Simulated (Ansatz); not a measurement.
The reference is BN in the zinc blende structure (space group F-43m, No. 216; a = 3.6097 Å). Axes: x, y, z lie along the cube axes.

The values are results of r2SCAN in Ansatz (plane waves to 500 eV, PAW, without spin-orbit coupling), not measurements.

Strains are applied to the cell and any free atomic positions relax; under biaxial strain the out-of-plane vector relaxes too.

One change was made to it. Results:

| quantity | base | after |
|---|---|---|
| shortest interatomic distance | 1.563 Å | 1.557 Å |
| smallest direct gap | 9.59 eV | 9.52 eV |
| pressure (mean of the normal stresses, compression positive) | 0.00 GPa | 3.10 GPa |

Problem. What was done to the base?
A) biaxial strain −2.08 %, plane normal [111], relaxed out of plane
B) biaxial strain −1.25 %, plane normal [111], relaxed out of plane
C) biaxial strain −0.42 %, plane normal [111], relaxed out of plane
D) biaxial strain −2.50 %, plane normal [111], relaxed out of plane

Solution. C, biaxial strain −0.42 %, plane normal [111], relaxed out of plane. For comparison, the smallest direct gap in the other runs: biaxial strain −2.50 %, plane normal [111], relaxed out of plane gives 9.03 eV; biaxial strain −1.25 %, plane normal [111], relaxed out of plane gives 9.35 eV; biaxial strain −2.08 %, plane normal [111], relaxed out of plane gives 9.15 eV.

Whether these cells are dynamically stable was not tested.

Ansatz is a first-principles code.
